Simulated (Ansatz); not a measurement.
Consider interstitial H in 4H silicon carbide strained by +1.5 % along x and y, z held, charge state +1. The step: a direct jump of one H atom; the atom moves 1.11 Å along (0.35, 0.00, 0.00) of the unit cell; the moving atom starts with neighbours C at 1.12; Si at 1.88, Si at 1.90 Å and ends with C at 1.12; Si at 1.88, Si at 1.90 Å. DFT values are from Ansatz (plane-wave PAW, 420 eV unless said) in a cell of 72 host sites, spin-restricted, static, with no finite-size correction. The charge state is imposed; whether it is stable for some Fermi level was not computed. Sites that were not tried may lie lower. For the PBE band: the saddle point's order was not checked, and it lies on a symmetry element of the cell, where a band can be held.

| Level | Forward barrier (eV) | Cost of the band or of the saddle's single point |
|---|---|---|
| CHGNet universal potential (has no charge state), its own band | 0.38 | - |
| PBE, a 2×2×2 k-point mesh shifted by half a step along c, band relaxed | 0.57 | very roughly 30 core-minutes |

Ansatz is a program for electronic structure.
